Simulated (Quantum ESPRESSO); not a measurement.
**Convergence series on YCo4B (P-6m2, 6 atoms in the cell)**

```yaml
crystal:
  lattice:
    - [4.90948, 0.00000, 0.00000]
    - [-2.45474, 4.25173, 0.00000]
    - [0.00000, 0.00000, 3.44638]
  atoms:
    - { symbol: Y, position: [0.66667, 0.33333, 0.00000] }
    - { symbol: Co, position: [0.68459, 0.84229, 0.50000], spin: 3.0 }
    - { symbol: Co, position: [0.15771, 0.31541, 0.50000], spin: 3.0 }
    - { symbol: Co, position: [0.15771, 0.84229, 0.50000], spin: 3.0 }
    - { symbol: Co, position: [0.33333, 0.66667, 0.00000], spin: 3.0 }
    - { symbol: B, position: [0.00000, 0.00000, 0.00000] }
```
(The spins are starting values, not results.)

Method of the run: PBEsol, PSlibrary ultrasoft (PBE) pseudopotentials (plane waves; Quantum ESPRESSO).

The starting cell comes from a database of computed structures (which also holds hypothetical and non-ambient phases and stackings), without a prior relaxation at this level. Its lattice was rescaled by a random factor within 2.5 % of one. The magnetic order is the one reached from the typed start; others were not searched systematically. Without a gap this mesh is coarse (it stands for a supercell whose shortest vector is 17 Å).

Held fixed: ecutwfc = 50 Ry; ecutrho = 350 Ry; occupations = smearing; smearing = methfessel-paxton; degauss = 0.019992 Ry; nspin = 2; input_dft = pbesol; conv_thr = 1e-11 Ry; mixing_beta = 0.4.

ΔF is the free energy per atom less that of the last row (automatic 12 12 15 0 0 0).

The magnetic state is not the same in all runs (site moments differ, or a search went on to a lower state), so steps between rows are not convergence errors alone.

The series runs over K_POINTS = automatic 1 1 1 0 0 0; automatic 2 2 2 0 0 0; automatic 2 2 3 0 0 0; automatic 3 3 3 0 0 0; automatic 3 3 4 0 0 0; automatic 4 4 5 0 0 0; automatic 5 5 7 0 0 0; automatic 6 6 8 0 0 0; automatic 8 8 9 0 0 0; automatic 9 9 11 0 0 0; automatic 10 10 13 0 0 0; automatic 12 12 15 0 0 0.

Task: From which setting on does the energy stay within 1 meV/atom of the last one?

Result: From K_POINTS = automatic 8 8 9 0 0 0 on; the one before it is off by 1.4 meV/atom.

Task: From which setting on does the largest force stay within 0.02 eV/Å of the last one?

Result: From K_POINTS = automatic 4 4 5 0 0 0 on; the one before it is off by 0.035 eV/Å. The value it settles on is 0.117 eV/Å at this level of theory and with the other settings as held.

```tsv
K_POINTS	ΔF (meV/atom)	pressure (GPa)	largest force (eV/Å)	size of the net moment (μB/atom)	k-points	iterations
automatic 1 1 1 0 0 0	564.1	8.61	1.190	0.68	1	26
automatic 2 2 2 0 0 0	9.8	2.16	0.119	0.84	4	23
automatic 2 2 3 0 0 0	14.8	-4.26	0.265	0.00	4	93
automatic 3 3 3 0 0 0	-5.7	-0.42	0.088	0.61	6	24
automatic 3 3 4 0 0 0	2.4	0.45	0.152	0.68	9	23
automatic 4 4 5 0 0 0	4.9	-0.56	0.129	0.59	12	23
automatic 5 5 7 0 0 0	1.55	0.22	0.127	0.67	20	23
automatic 6 6 8 0 0 0	-1.42	0.33	0.118	0.69	35	21
automatic 8 8 9 0 0 0	0.32	0.42	0.113	0.70	50	22
automatic 9 9 11 0 0 0	-0.05	0.38	0.112	0.69	72	21
automatic 10 10 13 0 0 0	-0.13	0.33	0.114	0.69	98	23
automatic 12 12 15 0 0 0	0.00	0.30	0.117	0.68	152	22
```
